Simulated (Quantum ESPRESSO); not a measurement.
A self-consistent single point of Li2Ga (Cmcm, 6 atoms in the cell) with Quantum ESPRESSO.

Computed with LDA (PW92), PseudoDojo standard norm-conserving (LDA) pseudopotentials (plane waves; Quantum ESPRESSO).

The change in words: lattice scaled by 0.98. Reference geometry:
```xyz
6
Lattice="2.2119 -4.6041 0.0000 2.2119 4.6041 0.0000 0.0000 0.0000 4.2488" Properties=species:S:1:pos:R:3 pbc="T T T"
Li     2.2119     0.7542     1.0622
Li     2.2119    -0.7542     3.1866
Li     2.2119     2.3891     3.1866
Li     2.2119    -2.3891     1.0622
Ga     2.2119     3.8911     1.0622
Ga     2.2119    -3.8911     3.1866
```

Reference input (self-consistent single point, DFT, LDA (PW92), plane waves, PseudoDojo standard norm-conserving (LDA) pseudopotentials): ecutwfc = 80 Ry; occupations = smearing; smearing = fd; degauss = 0.0073499 Ry; potentials = {Li: Li.upf, Ga: Ga.upf}; K_POINTS = automatic 6 6 5 0 0 0; conv_thr = 1e-11 Ry; mixing_beta = 0.7. This run's input differs from it in these lines:

```diff
@@ -35,5 +35,5 @@
 CELL_PARAMETERS angstrom
-   2.21188900    -4.60411500     0.00000000
-   2.21188900     4.60411500     0.00000000
-   0.00000000     0.00000000     4.24881800
+   2.16765100    -4.51203300     0.00000000
+   2.16765100     4.51203300     0.00000000
+   0.00000000     0.00000000     4.16384200
```

Output (repeated stretches shortened):

```
     Self-consistent Calculation

     iteration #  1     ecut=    80.00 Ry     beta= 0.70

---- Real-time Memory Report at c_bands before calling an iterative solver
           161 MiB given to the printing process from OS
           130 MiB allocation reported by mallinfo(arena+hblkhd)
------------------

     Threshold (ethr) on eigenvalues was too large:
     Diagonalizing with lowered threshold

---- Real-time Memory Report at c_bands before calling an iterative solver
           171 MiB given to the printing process from OS
           136 MiB allocation reported by mallinfo(arena+hblkhd)
------------------

   [... lines left out ...]

---- Real-time Memory Report at c_bands before calling an iterative solver
           188 MiB given to the printing process from OS
           159 MiB allocation reported by mallinfo(arena+hblkhd)
------------------

     total energy              =    -362.53438646 Ry
     estimated scf accuracy    <          2.5E-11 Ry

     iteration # 11     ecut=    80.00 Ry     beta= 0.70

---- Real-time Memory Report at c_bands before calling an iterative solver
           188 MiB given to the printing process from OS
           159 MiB allocation reported by mallinfo(arena+hblkhd)
------------------
     End of self-consistent calculation

     the Fermi energy is     6.4071 ev

!    total energy              =    -362.53438646 Ry
     estimated scf accuracy    <          1.0E-12 Ry
     smearing contrib. (-TS)   =      -0.00350887 Ry
     internal energy E=F+TS    =    -362.53087759 Ry

     convergence has been achieved in  11 iterations

     Forces acting on atoms (cartesian axes, Ry/au):

     atom    1 type  1   force =     0.00000000    0.00803658    0.00000000
     atom    2 type  1   force =     0.00000000   -0.00803658    0.00000000
     atom    3 type  1   force =     0.00000000   -0.00088962    0.00000000
     atom    4 type  1   force =     0.00000000    0.00088962    0.00000000
     atom    5 type  2   force =     0.00000000   -0.00845937   -0.00000000
     atom    6 type  2   force =     0.00000000    0.00845937    0.00000000

     Total force =     0.016549     Total SCF correction =     0.000001

          total   stress  (Ry/bohr**3)                   (kbar)     P=       19.69
   0.00008067   0.00000000   0.00000000           11.87        0.00        0.00
   0.00000000   0.00017782   0.00000000            0.00       26.16        0.00
   0.00000000   0.00000000   0.00014311            0.00        0.00       21.05

   JOB DONE.
```

The run converged in 11 iterations. Against the reference run the free energy rises by 3.2 meV/atom, the pressure goes from -0.69 to 1.97 GPa and the largest force goes from 0.149 to 0.217 eV/Å.

The starting cell comes from a database of computed structures (which also holds hypothetical and non-ambient phases and stackings), without a prior relaxation at this level. Its lattice was rescaled by a random factor within 2.5 % of one. For this run, on top of that: lattice scaled by 0.98.

Cost on one core of a shared machine: roughly 2 min.
